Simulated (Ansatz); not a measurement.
# Fermi-surface data of Mo3Si under load (space group P4_2/mmc)

Data:

```yaml
crystal:
  lattice:
    - [4.85311, 0.00000, 0.00000]
    - [0.00000, 4.85311, 0.00000]
    - [0.00000, 0.00000, 4.86622]
  atoms:
    - { symbol: Si, position: [0.50000, 0.50000, 0.50000] }
    - { symbol: Si, position: [0.00000, 0.00000, 0.00000] }
    - { symbol: Mo, position: [0.00000, 0.50000, 0.25000] }
    - { symbol: Mo, position: [0.00000, 0.50000, 0.75000] }
    - { symbol: Mo, position: [0.25003, 0.00000, 0.50000] }
    - { symbol: Mo, position: [0.74997, 0.00000, 0.50000] }
    - { symbol: Mo, position: [0.50000, 0.24997, 0.00000] }
    - { symbol: Mo, position: [0.50000, 0.75003, 0.00000] }
```

The numbers are results of PBEsol, rigid bands (plane waves, PAW, scalar-relativistic; Ansatz, a quantum-chemistry and plane-wave program), not measurements. Condition of this run: biaxial stress xx = yy = 1 GPa (compression positive) (the target of the relaxation). Geometry: cell and atoms relaxed with PBEsol, then loaded as said.

The density of states at the Fermi level is 3.55 states/(eV·cell), both spins and the bare Sommerfeld coefficient is 1.04 mJ/(mol of atoms·K²). The drude plasma energy is 5.8 eV, the root-mean-square Fermi velocity is 6.4e5 m/s and the resistivity times τ is 14.7 ×10⁻²² Ω·m·s.

A metal at this level (no band gap); rigid bands, thermally averaged at 300 K, both spins. Spin-orbit coupling is left out. τ is one relaxation time for all states.

Computed structure with no diffraction record at hand here (it may be known, metastable or hypothetical): Mo3Si under load (space group P4_2/mmc).
